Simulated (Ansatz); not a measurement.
# Response to strain in Hf

Start from Hf in the hcp (Mg type) structure (space group P6_3/mmc, No. 194; a = 3.198 Å, c = 5.049 Å; relaxed with 0.1 eV smearing). Axes: x lies along a and z along c of the hexagonal cell.

Strains are applied to the cell and any free atomic positions relax; under biaxial strain the out-of-plane vector relaxes too.

The values are results of r2SCAN (Ansatz, a first-principles code; PAW; 500 eV plane waves; no spin-orbit coupling), not measurements.

Notes on the quantities. pressure: mean of the normal stresses, compression positive.

| change | pressure | shortest interatomic distance | space group |
|---|---|---|---|
| base | 0.0 GPa | 312.8 pm | P6_3/mmc (No. 194) |
| biaxial strain −4.54 %, plane normal [001], relaxed out of plane | 7.5 GPa | 305.3 pm | P6_3/mmc (No. 194) |
| biaxial strain −3.36 %, plane normal [001], relaxed out of plane | 5.4 GPa | ? | P6_3/mmc (No. 194) |
| biaxial strain −0.65 %, plane normal [001], relaxed out of plane | 1.0 GPa | 312.9 pm | P6_3/mmc (No. 194) |
| biaxial strain −0.48 %, plane normal [001], relaxed out of plane | 0.7 GPa | 312.9 pm | P6_3/mmc (No. 194) |
| biaxial strain +0.70 %, plane normal [001], relaxed out of plane | -1.0 GPa | 312.6 pm | P6_3/mmc (No. 194) |
| biaxial strain +3.34 %, plane normal [001], relaxed out of plane | -4.4 GPa | 312.3 pm | P6_3/mmc (No. 194) |
| isotropic strain +2.29 % | ? | 319.9 pm | P6_3/mmc (No. 194) |
| uniaxial strain ε_xx = −1.40 % | 1.6 GPa | 311.5 pm | Cmcm (No. 63) |
| uniaxial strain ε_zz = +2.00 % | -2.1 GPa | ? | P6_3/mmc (No. 194) |

Question: Fill in the withheld entries from the trend.

Answer: 
- biaxial strain −3.36 %, plane normal [001], relaxed out of plane, shortest interatomic distance: 309.1 pm
- isotropic strain +2.29 %, pressure: -6.7 GPa
- uniaxial strain ε_zz = +2.00 %, shortest interatomic distance: 316.9 pm

No phonon test of stability was made. All final runs are without spin polarisation.
